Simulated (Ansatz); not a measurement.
KTaO3 under load (space group Pm-3m): band-edge transport data

Consider the following.

```
CELL_PARAMETERS angstrom
      3.92646     0.00000     0.00000
      0.00000     3.92646     0.00000
      0.00000     0.00000     3.92646
ATOMIC_POSITIONS crystal
  K  0.50000 0.50000 0.50000
  Ta 0.00000 0.00000 0.00000
  O  0.00000 0.50000 0.00000
  O  0.50000 0.00000 0.00000
  O  0.00000 0.00000 0.50000
```

Level of theory: PBEsol with spin-orbit coupling, rigid bands (plane waves, PAW; Ansatz, an electronic-structure program). Condition of this run: hydrostatic pressure 10 GPa (the target of the relaxation). Cell: cell and atoms relaxed with PBEsol, then loaded as said.

```yaml
band_gap: 2.09 eV
electron conductivity mass (300 K, dilute): 0.44 mₑ
hole conductivity mass (300 K, dilute): 1.98 mₑ
effective density of states N_c (300 K): 1.6e19 cm⁻³
effective density of states N_v (300 K): 4.0e20 cm⁻³
density_of_states_mass_electrons: 0.73 mₑ
density_of_states_mass_holes: 6.3 mₑ
Seebeck coefficient, n-type 1e19 cm⁻³, 300 K: -270 μV/K
Seebeck coefficient, p-type 1e19 cm⁻³, 300 K: 550 μV/K
```

Rigid bands; masses and Seebeck coefficients take one relaxation time τ for all states and one kind of carrier; polarons and phonon drag are left out.
